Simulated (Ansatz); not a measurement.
Base system: BaZrO₃ in the cubic perovskite structure (space group Pm-3m, No. 221; a = 4.227 Å). Axes: x, y, z lie along the cube axes.

The values are results of PBE, PAW, 420 eV (Ansatz, a quantum-chemistry and plane-wave program; scalar-relativistic without spin-orbit coupling), not measurements.

Now apply this change: the cell is scaled by 0.9880 in all directions, atoms relaxed at fixed cell.

Task: Predict the stress tensor and what it implies for the stiffness.

Result: Stress of the strained cell less that of the base (GPa, compression positive):
```
   5.87    0.00    0.00
   0.00    5.87    0.00
   0.00    0.00    5.87
```

Then B = −ΔP/(ΔV/V₀) with ΔV/V₀ = -0.0356 gives secant stiffness values (nonlinear terms included at this strain): B ≈ 165 GPa.

As a check, the harmonic strain energy −½ V₀ Δσ:ε is 10.0 meV/atom; the computed energy rise is 9.5 meV/atom.

No phonon test of stability was made.
